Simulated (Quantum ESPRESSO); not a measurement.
Worked example: self-consistent single point of TiP (P1, 4 atoms in the cell) in Quantum ESPRESSO.

Level of theory: PBEsol, GBRV 1.5 ultrasoft (PBESOL) pseudopotentials (plane waves; Quantum ESPRESSO).

The change in words: atoms moved at random. Reference geometry:
```xyz
4
Lattice="4.2339 0.0000 0.0000 -2.1170 3.6667 0.0000 0.0000 0.0000 4.8709" Properties=species:S:1:pos:R:3 pbc="T T T"
Ti     2.1170     1.2222     3.6532
Ti     0.0000     2.4445     1.2177
P      0.0000     2.4445     3.6532
P      2.1170     1.2222     1.2177
```

Reference input (self-consistent single point, DFT, PBEsol, plane waves, GBRV 1.5 ultrasoft (PBESOL) pseudopotentials): ecutwfc = 50 Ry; ecutrho = 400 Ry; occupations = smearing; smearing = fd; degauss = 0.0073499 Ry; potentials = {Ti: ti_pbesol_v1.4.uspp.F.UPF, P: p_pbesol_v1.5.uspp.F.UPF}; K_POINTS = automatic 9 9 7 0 0 0; conv_thr = 1e-10 Ry; mixing_beta = 0.3. This run's input differs from it in these lines:

```diff
@@ -10,5 +10,3 @@
 &SYSTEM
- ibrav = 4
- celldm(1) = 8.000930754
- celldm(3) = 1.15045424816
+ ibrav = 0
  nat = 4
@@ -28,7 +26,11 @@
 P     30.9738  p_pbesol_v1.5.uspp.F.UPF
+CELL_PARAMETERS {angstrom}
+   4.233910000     0.000000000     0.000000000
+  -2.116955000     3.666674000     0.000000000
+   0.000000000     0.000000000     4.870920000
 ATOMIC_POSITIONS {bohr}
-Ti    4.000465377    2.309669762    6.903528581
-Ti    0.000000000    4.619339524    2.301176194
-P     0.000000000    4.619339524    6.903528581
-P     4.000465377    2.309669762    2.301176194
+Ti    3.964508987    2.256584430    6.901963781
+Ti    0.005208606    4.587932874    2.233374338
+P     0.031723689    4.616258666    6.846431798
+P     3.999485054    2.397250255    2.427630428
 K_POINTS {automatic}
```

Log, with long lists cut:

```
     Self-consistent Calculation

     iteration #  1     ecut=    50.00 Ry     beta= 0.30

---- Real-time Memory Report at c_bands before calling an iterative solver
           350 MiB given to the printing process from OS
           323 MiB allocation reported by mallinfo(arena+hblkhd)
------------------

     negative rho (up, down):  2.467E-03 0.000E+00

     total energy              =    -269.33071340 Ry
     estimated scf accuracy    <       0.90395755 Ry

     iteration #  2     ecut=    50.00 Ry     beta= 0.30

---- Real-time Memory Report at c_bands before calling an iterative solver
   [... lines left out ...]
           562 MiB given to the printing process from OS
           354 MiB allocation reported by mallinfo(arena+hblkhd)
------------------

     negative rho (up, down):  1.213E-03 0.000E+00

     total energy              =    -269.52055996 Ry
     estimated scf accuracy    <       0.00000001 Ry

     iteration # 15     ecut=    50.00 Ry     beta= 0.30

---- Real-time Memory Report at c_bands before calling an iterative solver
           562 MiB given to the printing process from OS
           354 MiB allocation reported by mallinfo(arena+hblkhd)
------------------

     negative rho (up, down):  1.213E-03 0.000E+00
     End of self-consistent calculation

     the Fermi energy is     9.6074 ev

!    total energy              =    -269.52055996 Ry
     estimated scf accuracy    <          4.7E-11 Ry
     smearing contrib. (-TS)   =      -0.00841690 Ry
     internal energy E=F+TS    =    -269.51214306 Ry

     convergence has been achieved in  15 iterations

     negative rho (up, down):  1.213E-03 0.000E+00

     Forces acting on atoms (cartesian axes, Ry/au):

     atom    1 type  1   force =     0.01130535    0.01092508    0.02770050
     atom    2 type  1   force =    -0.00129039    0.01667355    0.00977796
     atom    3 type  2   force =    -0.01099926   -0.00604958    0.00621332
     atom    4 type  2   force =     0.00098430   -0.02154906   -0.04369178

     Total force =     0.062931     Total SCF correction =     0.000005

     negative rho (up, down):  1.213E-03 0.000E+00
          total   stress  (Ry/bohr**3)                   (kbar)     P=      -31.74
  -0.00014207  -0.00005373  -0.00000329          -20.90       -7.90       -0.48
  -0.00005373  -0.00025141  -0.00001409           -7.90      -36.98       -2.07
  -0.00000329  -0.00001409  -0.00025377           -0.48       -2.07      -37.33

   JOB DONE.
```

The run converged in 15 iterations. Against the reference run the free energy goes up by 17.8 meV/atom, the pressure goes from -3.46 to -3.17 GPa and the largest force goes from 0.000 to 1.253 eV/Å.

The starting cell comes from a database of computed structures (which also holds hypothetical and non-ambient phases and stackings), without a prior relaxation at this level. For this run, on top of that: atoms moved at random. Spin polarisation is off, so a magnetic state, if there is one, cannot be reached. With a pressure of about -3 GPa the cell is away from its equilibrium volume at this level. Forces in this geometry exceed 1 eV/Å.

Cost on one core of a shared machine: roughly 8 min.
